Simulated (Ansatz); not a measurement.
# TiB2: response to strain

The parent structure is TiB₂ (space group P6/mmm, No. 191; a = 2.994 Å, c = 3.160 Å). Axes: x lies along a and z along c of the hexagonal cell.

Strains are applied to the cell and any free atomic positions relax.

Level of theory: LDA (Ansatz, an electronic-structure program, PAW, no spin-orbit coupling).

Notes on the quantities. energy relative to the base: free energy F; pressure: mean of the normal stresses, compression positive.

| case | shortest interatomic distance | energy relative to the base | pressure |
|---|---|---|---|
| base | 1.729 Å | 0 meV/atom | 0.0 GPa |
| uniaxial strain ε_xx = −3.00 % | 1.694 Å | +17 meV/atom | 9.9 GPa |
| uniaxial strain ε_xx = −2.50 % | 1.699 Å | +12 meV/atom | 8.1 GPa |
| uniaxial strain ε_xx = −2.00 % | 1.705 Å | +7.5 meV/atom | 6.4 GPa |
| uniaxial strain ε_xx = −1.00 % | 1.717 Å | +1.8 meV/atom | 3.1 GPa |
| uniaxial strain ε_xx = −0.50 % | 1.723 Å | +0.5 meV/atom | 1.5 GPa |
| uniaxial strain ε_xx = +1.00 % | 1.731 Å | +1.8 meV/atom | -2.9 GPa |
| uniaxial strain ε_xx = +2.00 % | 1.732 Å | +6.9 meV/atom | -5.6 GPa |
| uniaxial strain ε_xx = +2.50 % | 1.733 Å | +11 meV/atom | -6.9 GPa |
| uniaxial strain ε_xx = +3.00 % | 1.734 Å | +15 meV/atom | -8.2 GPa |

A case with no gap was solved on a k-mesh chosen for an insulator, which is coarse for it. Without a gap, meshes like the base's 13×13×10 leave anisotropic stresses uncertain by several tenths of a GPa, and small strain energies with them. No phonon test of stability was made. The final runs are not spin-polarised.
